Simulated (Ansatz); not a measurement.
By PBEsol, the system below comes out a metal.

A figure of merit of an interconnect metal is its ballistic conductance per area.

Here is the system:

```
CELL_PARAMETERS angstrom
      3.12729     0.00000     0.00000
      0.00000     3.12729     0.00000
      1.56364    -1.56364     2.21132
ATOMIC_POSITIONS crystal
  Ta 0.50000 0.50000 0.00000
  N  0.00000 0.00000 0.00000
```

The cell is taken as given; by PBEsol it stands under a pressure of -10.7 GPa.

The current flows along the normal of the first two printed cell vectors, the (001) plane of the conventional cell. No spin-orbit coupling; the value is a mean over 0.1 eV about the Fermi level.

Problem. State the ballistic conductance per area according to PBEsol in Ansatz (a quantum-chemistry and plane-wave program).

Solution. 1.5 × 10¹⁵ S/m² for both spins.
